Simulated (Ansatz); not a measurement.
hcp Mg (0 0 1) on wurtzite AlN (0 0 1) (film strained to the substrate, started from cuts of the bulks and a machine-learned relaxation; slabs Al6N6 and Mg4, which can lie off the formulas)

A periodic stack without vacuum, hcp Mg (0 0 1) on wurtzite AlN (0 0 1) (film strained to the substrate, started from cuts of the bulks and a machine-learned relaxation; slabs Al6N6 and Mg4, which can lie off the formulas): substrate slab Al6N6, film Mg4, surface cells [[1, 0], [0, 1]] and [[0, -1], [1, 1]], film strained by -2.1 and -2.1 %, outermost planes N/Al and Mg/Mg as cut, which need not be the usual terminations and can put a slab off its formula.

The start was prepared with a machine-learned potential, and the result is one local minimum, with the in-plane cell held and forces under 0.04 eV/Å; the film can end far from its bulk form.

Level of theory: PBE (plane waves to 420 eV, PAW; Ansatz, a quantum-chemistry and plane-wave program). Scalar-relativistic, without spin–orbit coupling; the runs are not spin-polarised; PBE gaps are too small against experiment. Its k-point mesh 11×11×1, Fermi–Dirac width 0.05 eV.

- interface area = 8.5 Å²
- period = 25.52 Å
- heights between the nearest atoms of the two slabs at the two interfaces = 2.61 and 2.05 Å
- Al–Mg contacts across the interfaces within 1.22 times the sum of covalent radii = 6, mean 3.18 Å
- Mg–N contacts across the interfaces within 1.22 times the sum of covalent radii = 1, mean 2.05 Å

```yaml
crystal:
  lattice:
    - [3.13022, -0.00018, -0.01541]
    - [-1.56528, 2.71012, -0.06080]
    - [-1.43141, -0.20053, 25.54504]
  atoms:
    - { symbol: Al, position: [0.61012, 0.22811, 0.06206] }
    - { symbol: Al, position: [0.34125, 0.59258, 0.16004] }
    - { symbol: N, position: [0.65992, 0.25223, 0.13764] }
    - { symbol: N, position: [0.26217, 0.55446, 0.03974] }
    - { symbol: Al, position: [0.73904, 0.29037, 0.25807] }
    - { symbol: Al, position: [0.47014, 0.65484, 0.35610] }
    - { symbol: N, position: [0.78875, 0.31444, 0.33361] }
    - { symbol: N, position: [0.39098, 0.61666, 0.23558] }
    - { symbol: Al, position: [0.86795, 0.35271, 0.45415] }
    - { symbol: Al, position: [0.60026, 0.71803, 0.55382] }
    - { symbol: N, position: [0.91785, 0.37708, 0.52982] }
    - { symbol: N, position: [0.51988, 0.67897, 0.43165] }
    - { symbol: Mg, position: [0.33751, 0.09065, 0.65618] }
    - { symbol: Mg, position: [0.07434, 0.46018, 0.75996] }
    - { symbol: Mg, position: [0.47489, 0.16045, 0.86061] }
    - { symbol: Mg, position: [0.20774, 0.52683, 0.95930] }
```
